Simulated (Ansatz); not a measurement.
An Ansatz (a program for electronic structure) run: PbS with a change (pressure 0.3 GPa); plane-wave PAW DFT at the PBEsol level (Ansatz, 420 eV), without spin-orbit coupling, earlier PAW set.

Input:

Ansatz 0.2 input:
```yaml
crystal:
  lattice:
    - [0, 2.9514121644, 2.9514121644]
    - [2.9514121644, 0, 2.9514121644]
    - [2.9514121644, 2.9514121644, 0]
  atoms:
    - { symbol: S, position: [0, 0, 0] }
    - { symbol: Pb, position: [0.5, 0.5, 0.5] }
basis: { ecutwfc: 420, ecutrho_ratio: 4, xc_grid: 2, fft_grid_basis: typed }
kpoints: { mp_grid: { grid: [10, 10, 10] } }
hamiltonian:
  xc: pbesol
  dispersion: none
  pseudopotentials: { azcp: { folder: ./paw }, kind: paw }
scf: { occupations: { method: fermi_dirac, width: 0.05 } }
relax: { f_tol: 0.01, max_steps: 60, cell: { stress_tol: 0.02, p_target: 0.3 } }
output: { forces: true, stress: true }
checkpoint: { write: state.ck, write_every: 1000 }
```

Output (explanatory and most iteration lines left out):

```
Relaxation: its limit of steps is 60 (relax.max_steps)
Pseudopotential: S, paw, valence charge 6
Pseudopotential: Pb, paw, valence charge 14
Crystal: 2 atoms, lattice volume = 51.419 Å³
Basis set: ecut = 420 eV, 965 PW (Γ), exchange–correlation on 60×60×60 points (8 copies of the dense FFT grid, shifted against one another)
Bands: 14, of which v1, the nominal top of the filled ones, is band 10 counted from 1 (9 counted from 0)
Symmetry: 48 space group operations
Space group: Fm-3m (ITA 225), of the structure as read, at distance tolerance 3.7e-5 Å
k-points: 47 of 1000
Functional: x = pbesol(κ = 0.804, μ = 0.12345679012345678), c = pbesol(β = 0.046)
SCF iter   1: F=—  HF=-12643.373153 eV  |F-HF|=—  |Δ(HF+E_count)|=         —  Δρ=2.75e-2  dr2=8.43e-1  ethr=3.10e-3  ⟨swp⟩=6.7  Hψ=4260  notcnv=0
SCF iter   2: F=—  HF=-12643.182521 eV  |F-HF|=—  |Δ(HF+E_count)|=   1.91e-1  Δρ=1.22e-2  dr2=1.44e-1  ethr=3.10e-3  ⟨swp⟩=2.1  Hψ=1202  notcnv=0
SCF 1 converged in 6 iterations: F = -12643.147786 eV  dr2 = 5.17e-8
relax step   1: F+E_penalty+E_count = -12643.14778596 eV  Δ(F+E_penalty+E_count) = +0.000e0 eV  max|allowed force component| = 1.127e-28 eV/Å  Δτ_max = 0.0000 Å  P = +0.000 GPa  Ω = 51.419 Å³  (6 SCF iters, dr2 threshold 1.00e-7 eV, accepted)
[... steps on the carried basis left out ...]
relax step   4: F+E_penalty+E_count = -12643.14754931 eV  Δ(F+E_penalty+E_count) = +4.129e-5 eV  max|allowed force component| = 1.788e-29 eV/Å  Δτ_max = 0.0000 Å  P = +0.298 GPa  Ω = 51.165 Å³  stress off target by 1.90e-3 GPa  SCF on the basis re-selected at this cell (its energy is not comparable with the rows above)  (9 SCF iters)
SCF converged after 9 iterations
Free energy (F): -12643.147549 eV
Internal energy: -12643.147225 eV  (E = F + TS)
E sigma→0 (E₀):  -12643.147387 eV
Entropy (-TS):   -0.000324 eV (-0.162 meV/atom)
Fermi energy:    8.854257 eV
--- Forces (eV/Å), atoms counted from 1 ---
  atom   1  S     -0.00000000     0.00000000     0.00000000
  atom   2  Pb     0.00000000    -0.00000000     0.00000000
--- Stress (GPa, compression-positive) ---
        0.298097      -0.000000      -0.000000
       -0.000000       0.298097      -0.000000
       -0.000000      -0.000000       0.298097
  P = ⅓ Tr σ = 0.2981 GPa (2.981 kbar)
--- Relaxed structure (3 steps of the walk, 3 accepted, 1 SCFs on fresh bases) ---
  cell:  # Å, volume = 51.1649 Å³
    - [4.331066227961251e-34, 2.946552020930091, 2.946552020930091]
    - [2.946552020930091, 3.439376122204523e-34, 2.946552020930091]
    - [2.946552020930091, 2.946552020930091, 8.279979553455333e-34]
  atoms:
    - { symbol: S, position: [-4.078407718608672e-36, -1.495416163543426e-35, -1.7673100114582544e-35] }
    - { symbol: Pb, position: [0.5, 0.5, 0.5] }
```

With Pb present, leaving out spin-orbit coupling can change the band edges. Load acts through the strain it causes; cell and atoms are relaxed under it. No phonon test of stability was made. The cell was made from PbS in the rock salt structure (space group Fm-3m, No. 225) by this change: pressure 0.3 GPa.
